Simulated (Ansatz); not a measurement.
For HfSiO₄ (I4₁/amd, No. 141; start COD 9000852), LDA (PAW; Ansatz, a program for electronic structure) gives:

```
Item                        Value
-------------------  ------------
lattice parameter a       6.524 Å
c axis length             5.923 Å
cohesive energy      8.23 eV/atom
```

Task: What does r²SCAN in Ansatz (plane waves, PAW) give for the same quantities?

Result: 
- lattice constant a: 6.582 Å (goes up by 0.9 %)
- lattice parameter c: 5.972 Å (grows by 0.8 %)
- cohesive energy: 7.19 eV/atom (falls by 1.04 eV/atom)

Changes are worked out from the printed values.

Unless a cell is named, each level is at its own relaxed cell (LDA 10.50, r²SCAN 10.78 Å³/atom).

Levels without +SOC leave out spin–orbit coupling, which shifts energies and cells of such heavy elements.

Caveats: the relaxation could not lower the start's symmetry, so the cell can be a saddle point above a distorted one (LDA, r²SCAN). Ansatz's density-functional and Hartree–Fock values are scalar-relativistic unless marked +SOC, with PAW data made under PBE.
